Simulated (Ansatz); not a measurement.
Checking a run of Ansatz (an electronic-structure program) on Hf₂Sb₃Te (Cm, 6 atoms in the cell). The aim is a self-consistent single point with DFT, r2SCAN, plane waves, default PAW files made with PBE.

Cell that was meant: a = 5.6420 Å, b = 5.6420 Å, c = 8.7512 Å, α = 117.32°, β = 117.32°, γ = 38.20°.

Part of the input:

Ansatz 0.2 input:
```yaml
    - [5.331370, 1.846145, 0.000000]
    - [-4.250533, 0.000000, 7.649640]
  atoms:
    - { symbol: Hf, position: [0.845816, 0.000000, 1.447388] }
    - { symbol: Hf, position: [5.553566, 0.000000, 6.220152] }
    - { symbol: Sb, position: [7.103325, 0.000000, 3.606652] }
    - { symbol: Sb, position: [-0.697760, 0.000000, 4.049184] }
    - { symbol: Sb, position: [2.560587, 0.000000, 6.762741] }
    - { symbol: Te, position: [3.871023, 0.000000, 0.862726] }
kpoints:
  mp_grid: { grid: [5, 5, 2] }
hamiltonian:
```

Log, with long lists cut:

```
WARN basis.ecutwfc = 500 eV, the default
WARN ansatz: RAYON_NUM_THREADS=1 ignored (pool sized by the plan → 1); use --threads N
   [... lines left out ...]
PAW frozen core: Te, regenerated for the run's functional
Initial density: superposition of atomic densities (neutral atoms: chi_scale 0, normalization atom), corrected by the library's trained network
Initial wavefunctions: pseudopotential atomic-orbital guess
Eigensolver: davidson
Functional: x = r2scan, c = r2scan; τ floored in thin density (d = 2e-4 eV/Å³)
SCF iter   1: F=—  HF=-57839.816747 eV  |F-HF|=—  |Δ(HF+E_count)|=         —  Δρ=1.54e-1  dr2=6.10e1  dr2_τ=2.99e0  ethr=1.77e-3  ⟨swp⟩=10.6  Hψ=10048  notcnv=0  defer=13
all-band conjugate gradients solve this SCF's bands
preconditioner: auto → LDOS
SCF iter   2: F=—  HF=-57829.111404 eV  |F-HF|=—  |Δ(HF+E_count)|=    1.07e1  S|Δr|=    0.00e0  Δρ=9.41e-2  dr2=1.83e1  dr2_τ=1.19e0  ethr=1.77e-3  ⟨swp⟩=8.5  Hψ=7529  notcnv=0  defer=105
   [... lines left out ...]
SCF iter  10: F=—  HF=-57823.189748 eV  |F-HF|=—  |Δ(HF+E_count)|=   1.66e-4  S|Δr|=    0.00e0  Δρ=3.74e-5  dr2=1.76e-6  dr2_τ=8.99e-8  ethr=2.43e-8  ⟨swp⟩=2.5  Hψ=3178  notcnv=0  defer=100
SCF iter  11: F=—  HF=-57823.189750 eV  |F-HF|=—  |Δ(HF+E_count)|=   2.05e-6  S|Δr|=    0.00e0  Δρ=1.22e-5  dr2=2.49e-7  dr2_τ=1.20e-8  ethr=1.56e-9  ⟨swp⟩=2.8  Hψ=3273  notcnv=0  defer=100
SCF iter  12: F=-57823.189751 eV  HF=-57823.189751 eV  |F-HF|=1.71e-8  |Δ(HF+E_count)|=   2.00e-7  S|Δr|=    0.00e0  Δρ=4.34e-6  dr2=3.34e-8  dr2_τ=3.07e-9  ethr=8.85e-11  ⟨swp⟩=21.8  Hψ=13891  notcnv=0
SCF 1 converged in 12 iterations: F = -57823.189751 eV  dr2 = 3.34e-8
Stability not checked (fill_not_monotonic)
Free energy (F): -57823.189751 eV
Internal energy: -57823.190874 eV  (E = F + TS)
E sigma→0 (E₀):  -57823.190031 eV
Entropy (-TS):   0.001124 eV (0.187 meV/atom)
Fermi energy:    14.145179 eV
--- Forces (eV/Å), atoms counted from 1 ---
  atom   1  Hf   -85.24935739    56.74515451  -145.12438678
  atom   2  Hf    60.98977297   -44.95769833   127.89770087
  atom   3  Sb    83.86999601   -58.04821795   150.11545554
   [... lines left out ...]
  atom   6  Te    85.99500818   -39.80317205    51.65162675
--- Stress (GPa, compression-positive) ---
      273.083839    -156.004404     315.547000
     -156.004405      91.094086    -206.276139
      315.547003    -206.276139     496.643725
  P = ⅓ Tr σ = 286.9405 GPa (2869.405 kbar)
  The stress holds the Pulay correction. Without it, at fixed plane waves, as pw.x and ABINIT print it: P = 286.5815 GPa
```

### Question
Can these results be used? Check the input.

### Answer
The run is not sound. The fault is fractional and Cartesian coordinates mixed up. The same three numbers mean different points as fractional and as Cartesian coordinates. To fix it, make label and numbers agree, by changing either. The run converged in 12 iterations without an error; against the sound input the free energy goes up by 23.1 eV/atom, the pressure goes from -1.07 to 286.9 GPa and the largest force goes from 0.230 to 181.5 eV/Å.

An input that runs soundly differs in these lines (not the only fix; some lines may just follow from the change or write a value another way):
```diff
-    - { symbol: Hf, position: [0.845816, 0.000000, 1.447388] }
-    - { symbol: Hf, position: [5.553566, 0.000000, 6.220152] }
-    - { symbol: Sb, position: [7.103325, 0.000000, 3.606652] }
-    - { symbol: Sb, position: [-0.697760, 0.000000, 4.049184] }
-    - { symbol: Sb, position: [2.560587, 0.000000, 6.762741] }
-    - { symbol: Te, position: [3.871023, 0.000000, 0.862726] }
+    - { symbol: Hf, position: [0.154750, 0.154750, 0.189210] }
+    - { symbol: Hf, position: [0.844980, 0.844980, 0.813130] }
+    - { symbol: Sb, position: [0.854130, 0.854130, 0.471480] }
+    - { symbol: Sb, position: [0.145570, 0.145570, 0.529330] }
+    - { symbol: Sb, position: [0.592560, 0.592560, 0.884060] }
+    - { symbol: Te, position: [0.408000, 0.408000, 0.112780] }
```

With that input, the run converged in 10 iterations: free energy E − TS (on the zero of these files) -57961.7340 eV; Fermi level (on the code's own zero) 13.94 eV; pressure -1.07 GPa; largest force (vector length) 0.230 eV/Å (DFT, r2SCAN, plane waves, default PAW files made with PBE).

On the sound input: the starting cell comes from a database of computed structures (which also holds hypothetical and non-ambient phases and stackings), without a prior relaxation at this level. Spin-orbit coupling is off. Ansatz's pressure includes its estimate of the finite-basis (Pulay) stress. Without a gap this mesh is coarse (it stands for a supercell whose shortest vector is 18 Å).
